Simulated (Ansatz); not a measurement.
Base system: Ge in the diamond structure (space group Fd-3m, No. 227; a = 5.6761 Å).

Level of theory: Kohn–Sham DFT with the PBEsol functional, run in Ansatz (a quantum-chemistry and plane-wave program) with PAW and 420 eV plane waves, no spin-orbit coupling, earlier PAW set.

Base values:

```
Property              Result
-------------------  -------
Lattice parameter a  5.676 Å
```

Modification: full substitution Ge → Sn, then cell and atoms are relaxed.

### Question
What happens to the lattice parameter a?

### Answer
The lattice parameter a increases by 0.865 Å (5.676 Å → 6.541 Å).

Whether these cells are dynamically stable was not tested.
